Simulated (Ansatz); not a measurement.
Consider ZnS in the zinc blende structure (space group F-43m, No. 216; a = 5.443 Å).

(Cell as relaxed with PBE.)

Levels (all Ansatz, an electronic-structure program, PAW): PBE (420 eV, no SOC); PBEsol (420 eV, scalar-relativistic without spin-orbit coupling).

Each level relaxes its own structure.

| base | PBE | PBEsol |
|---|---|---|
| volume per atom | 20.16 Å³ | 19.21 Å³ |
| lattice parameter a | 5.443 Å | 5.357 Å |
| band gap | 2.02 eV | 2.09 eV |

It is then changed as follows: hydrostatic tension (pressure −1 GPa).

```csv
quantity,PBE,PBEsol
band gap,1.95 eV,2.03 eV
lattice parameter a,5.470 Å,5.380 Å
"hole mass (degenerate bands, along [100])","0.18, 0.73, 0.73 mₑ (at Γ)","0.18, 0.67, 0.67 mₑ (at Γ)"
```

PBE's band gap lies 0.08 eV below PBEsol's; PBE's lattice parameter a lies 0.0908 Å above PBEsol's (1.7 %). Neither level is exact; PBEsol is the comparison here, not a measurement.

Load acts through the strain it causes; cell and atoms are relaxed under it. Masses are band curvatures over ±0.01 Å⁻¹ around the edge. Whether these cells are dynamically stable was not tested.
